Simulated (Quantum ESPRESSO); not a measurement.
Pressure against volume in zinc-blende GaP (space group 216) (Quantum ESPRESSO, PBE)

```
CELL_PARAMETERS angstrom
      0.00000     2.67655     2.67655
      2.67655     0.00000     2.67655
      2.67655     2.67655     0.00000
ATOMIC_POSITIONS crystal
  Ga 0.00000 0.00000 0.00000
  P  0.75000 0.75000 0.75000
```

Method: PBE, PSlibrary PAW (PBE) pseudopotentials (plane waves; Quantum ESPRESSO 7.5). Settings: ecutwfc = 91 Ry; ecutrho = 546 Ry; occupations = smearing; smearing = fd; degauss = 0.000734986 Ry; potentials = {Ga: Ga.pbe-dn-kjpaw_psl.1.0.0.UPF, P: P.pbe-n-kjpaw_psl.1.0.0.UPF}; K_POINTS = automatic 10 10 10 0 0 0; conv_thr = 1e-10 Ry. The cell above is the first row's. The rows scale it uniformly. In all rows fractional positions and the k mesh are held.

| V (Å^3/atom) | P (GPa) |
|---|---|
| 19.175 | 7.83 |
| 19.591 | 5.56 |
| 20.008 | 3.52 |
| 20.425 | 1.70 |
| 20.842 | 0.07 |
| 21.259 | -1.39 |
| 21.676 | -2.70 |
| 22.092 | -3.87 |
| 22.509 | ? |

Q: Fit P against V with a cubic, and predict the withheld value at V = 22.509.

A: With u = V - 20.6, the rows have u = -1.4250, -1.0090, -0.5920, -0.1750, 0.2420, 0.6590, 1.0760, 1.4920. Least squares gives P = 0.992 - 3.9430·u + 0.5307·u² - 0.04872·u³. Residuals (row less fit): 0.001, -0.001, -0.002, 0.001, 0.002, 0.000, -0.003, 0.001; standard error 0.002 (degrees of freedom: 4). The fitted pressure is zero at V0 = 20.86, where dP/dV = -3.676, so B0 = -V0·dP/dV = 76.7 GPa. At the withheld row, u = 1.9090, so P = 0.992 - 3.9430 × 1.9090 + 0.5307 × 1.9090² - 0.04872 × 1.9090³ = -4.940 GPa. The calculation gives -4.91 GPa, 0.030 GPa above the prediction (0.2 % of the range of P in the table). The row lies outside the fitted rows, so this is an extrapolation. From the scatter of the fitted rows alone, a prediction at this place has a standard error of 0.006 GPa, so the miss is 4.7 times that.

Carrying the step between the two nearest rows on in a straight line would have given -5.04, off by 0.13; series whose last step already gives the withheld value aren't shown. The scan was laid around a cell of about the measured size, scaled by a guess for this functional. The runs keep the symmetry of the cell, so they don't test it for distortions. Cutoffs and mesh are single choices, not tested for convergence of this quantity. Series with a scatter that would blur these digits, or in which a gap closes, are not shown.

Terms beyond the fitted order, or numerical noise in single rows, can give a miss of this size; the table doesn't tell which.
